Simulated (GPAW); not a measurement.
Worked example: self-consistent single point of Sn2Pt (Fm-3m, 3 atoms in the cell) in GPAW.

Computed with LDA (Perdew-Wang 92), GPAW PAW datasets LDA (gpaw-data 1.0.1) (plane waves; GPAW).

The change in words: lattice scaled by 0.98. Reference geometry:
```yaml
crystal:
  lattice:
    - [0.00000, 3.24309, 3.24309]
    - [3.24309, 0.00000, 3.24309]
    - [3.24309, 3.24309, 0.00000]
  atoms:
    - { symbol: Sn, position: [0.75000, 0.75000, 0.75000] }
    - { symbol: Sn, position: [0.25000, 0.25000, 0.25000] }
    - { symbol: Pt, position: [0.00000, 0.00000, 0.00000] }
```

Reference input (self-consistent single point, DFT LDA (Perdew-Wang 92), plane waves, GPAW PAW datasets LDA (gpaw-data 1.0.1)): mode = pw; ecut = 550 eV; xc = LDA; kpts = 12 12 12; mesh shift (steps) = 0 0 0; occupations.name = methfessel-paxton; occupations.width = 0.272 eV; occupations.order = 0; nbands = -11; symmetry.symmorphic = false; symmetry.tolerance = 0.0005; maxiter = 100. This run's input differs from it in these lines:

```diff
@@ -5,5 +5,5 @@
 atoms = Atoms(['Sn', 'Sn', 'Pt'],
-              cell=[[0.000000, 3.243095, 3.243095],
-                    [3.243095, 0.000000, 3.243095],
-                    [3.243095, 3.243095, 0.000000]],
+              cell=[[0.000000, 3.178233, 3.178233],
+                    [3.178233, 0.000000, 3.178233],
+                    [3.178233, 3.178233, 0.000000]],
               scaled_positions=[[0.750000, 0.750000, 0.750000],
```

Output, abridged:

```
     iter     time        total  log10-change:
                         energy   eigst   dens
iter:   1 --:--:--   -19.344207
iter:   2 --:--:--   -19.261966   -1.30  -1.42
iter:   3 --:--:--   -19.268479   -1.29  -1.44
iter:   4 --:--:--   -18.914355   -2.62  -1.74
iter:   5 --:--:--   -18.760407   -1.98  -1.81
iter:   6 --:--:--   -18.832651   -2.28  -2.30
iter:   7 --:--:--   -18.748362   -3.07  -2.11
iter:   8 --:--:--   -18.735885   -3.42  -2.53
iter:   9 --:--:--   -18.734855c  -4.19  -3.12
iter:  10 --:--:--   -18.734497c  -5.01  -3.13
iter:  11 --:--:--   -18.734247c  -4.96  -3.04
iter:  12 --:--:--   -18.734047c  -5.03  -3.29
iter:  13 --:--:--   -18.734040c  -7.02  -3.66
iter:  14 --:--:--   -18.734047c  -7.12  -3.65
iter:  15 --:--:--   -18.733992c  -5.95  -3.67
iter:  16 --:--:--   -18.733981c  -6.66  -3.73
iter:  17 --:--:--   -18.733983c  -7.13  -3.76
iter:  18 --:--:--   -18.733978c  -7.46c -3.78
iter:  19 --:--:--   -18.733973c  -7.20  -4.09c
iter:  20 --:--:--   -18.733973c  -8.43c -4.36c
Converged after 20 iterations.

Dipole moment: (-0.000000, -0.000000, -0.000000) |e|*Ang

Energy contributions relative to reference atoms: (reference = -835827.922491)

Kinetic:        +11.497855
Potential:      -10.434616
External:        +0.000000
XC:             -19.158950
Entropy (-ST):   -0.040628
Local:           -0.617948
SIC:             +0.000000
--------------------------
Free energy:    -18.754287
Extrapolated:   -18.733973

Showing only first 2 kpts
 Kpt  Band  Eigenvalues  Occupancy
  0    20     11.68610    0.00000
  0    21     11.68610    0.00000
  0    22     11.68610    0.00000
  0    23     12.01462    0.00000

  1    20     10.52801    0.00000
  1    21     10.52801    0.00000
  1    22     10.92230    0.00000
  1    23     11.85942    0.00000

Fermi level: 9.22389

No gap
No difference between direct/indirect transitions
Energy (eV): -18.733973

Forces in eV/Ang:
  0 Sn   -0.00000   -0.00000    0.00000
  1 Sn    0.00000    0.00000    0.00000
  2 Pt    0.00000   -0.00000   -0.00000

Stress tensor:
    -0.013797    -0.000000    -0.000000
    -0.000000    -0.013797    -0.000000
    -0.000000    -0.000000    -0.013797
Stress (GPa, Voigt): [-2.2106 -2.2106 -2.2106 -0.     -0.     -0.    ]
```

The run converged in 20 iterations. GPAW prints stress with tension positive. Against the reference run the free energy drops by 9.3 meV/atom and the pressure goes from -4.33 to 2.21 GPa.

The starting cell comes from a database of computed structures (which also holds hypothetical and non-ambient phases and stackings), without a prior relaxation at this level. For this run, on top of that: lattice scaled by 0.98. Spin polarisation is off.

Cost on one core of a shared machine: roughly 80 s.
